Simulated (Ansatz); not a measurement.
Consider CsOH (space group Cmc2_1, No. 36; a = 4.3329 Å, b = 11.4218 Å, c = 4.4968 Å; a cell from a computed database, its experimental status unchecked). Axes: x, y, z lie along a, b, c of the conventional cell.

The values are results of plane-wave PAW DFT at the r2SCAN level (Ansatz, an electronic-structure program, 500 eV), spin-orbit coupling left out, not measurements.

It is then changed as follows: every lattice vector is shortened by 2.54 %, atoms relaxed at fixed cell.

Predict the stress tensor and what it implies for the stiffness.

Stress of the strained cell less that of the base (GPa, compression positive):
```
   2.15    0.00    0.00
   0.00    2.09    0.00
   0.00    0.00    2.07
```

Then B = −ΔP/(ΔV/V₀) with ΔV/V₀ = -0.0743 gives secant stiffness values (nonlinear terms included at this strain): B (at held cell shape, above the free-shape value) ≈ 28 GPa.

As a check, the harmonic strain energy −½ V₀ Δσ:ε is 9.3 meV/atom; the computed energy rise is 8.3 meV/atom.

Whether these cells are dynamically stable was not tested.
